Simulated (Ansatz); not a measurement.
V_Ga in wurtzite GaN: one set of geometries, relaxed with PBE, evaluated in Ansatz (PAW, plane waves to 420 eV, 500 eV under r2SCAN) with PBE, r2SCAN.

Cell and caveats: 96-site cell; 2×2×2 shifted k-points; start: the Ga site; charged states image-corrected; corrections pass 1 eV, so highly charged states may be off by several tenths; flagged in the runs: a host whose relaxation on this sampling wasn't shown to rest.

| quantity | PBE | r2SCAN |
|---|---|---|
| host gap (eV) | 1.71 | 2.12 |
| ε(0/−1) above the VBM (eV) | 0.61 | 0.98 |
| ε(−1/−2) above the VBM (eV) | 1.14 | 1.33 |
| neutral formation energy against alpha gallium (eV) | 6.99 | 7.32 |
| largest moment on one atom at charge 0 (μB) | 0.46 | 0.52 |
| largest moment on one atom at charge −1 (μB) | 0.33 | 0.40 |
| largest moment on one atom at charge −2 (μB) | 0.24 | 0.28 |

PBE narrows the gap by 0.41 eV against r2SCAN, the highest level run, and puts the levels shown 0.28 eV lower above the valence-band maximum on average (from the rounded values).

Ansatz is an electronic-structure program.
